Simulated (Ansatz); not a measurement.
Work function of faces of alpha tin in PBE and in r2SCAN, in Ansatz (plane waves, PAW). Symmetric slabs relaxed with PBE from ideal cuts in 1x1 cells (the lowest computed cut and spin start of each face; real faces may reconstruct in larger cells); r2SCAN values are single points on them, with the bulk at the same level. No spin-orbit coupling, no U.

```csv
face,PBE (eV),r2SCAN (eV)
(100),4.51,4.70
(110),4.35,?
(111),4.33,4.51
(210),4.14,4.24
(211),4.34,4.50
(221),4.15,4.31
(310),4.05,4.13
(311),4.10,4.20
(331),4.31,4.49
```

Q: Fit a straight line y = a·x + b by least squares to the 8 complete rows (x: PBE (eV); y: r2SCAN (eV)).

A: the means are x̄ = 4.2412 and ȳ = 4.3850; Σ(x − x̄)² = 0.16969 and Σ(x − x̄)(y − ȳ) = 0.21075, so a = 1.242 and b = ȳ − a·x̄ = -0.883. The largest residual is 0.038.

Q: What does the line predict for the withheld row, (110), and what did the calculation give?

A: the line gives 4.52; the calculation gave 4.52, a miss of 0.00, of the size of the fitted rows' scatter and rounding.

Ansatz is a quantum-chemistry and plane-wave program.
